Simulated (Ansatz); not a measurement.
Base system: PtGe (space group Pnma, No. 62; a = 5.8187 Å, b = 3.7571 Å, c = 6.1752 Å).

The values are results of PBE (Ansatz, a quantum-chemistry and plane-wave program; PAW; 420 eV plane waves; no spin-orbit coupling), not measurements.

Before the change:

The pressure comes out as 0.0 GPa and the band gap is zero.

One thing is altered: every lattice vector is shortened by 1.89 %, atoms relaxed at fixed cell.

Q: Estimate the effect on the energy relative to the base, largest internal atomic displacement, pressure and band gap.

A: The energy goes up by 26 meV/atom; the largest internal atomic displacement comes out as 0.035 Å; the pressure (mean of the normal stresses, compression positive) goes from zero to 9.6 GPa; the band gap is still zero.

The cells carry an imposed strain or load. Whether these cells are dynamically stable was not tested. All final runs are without spin polarisation.
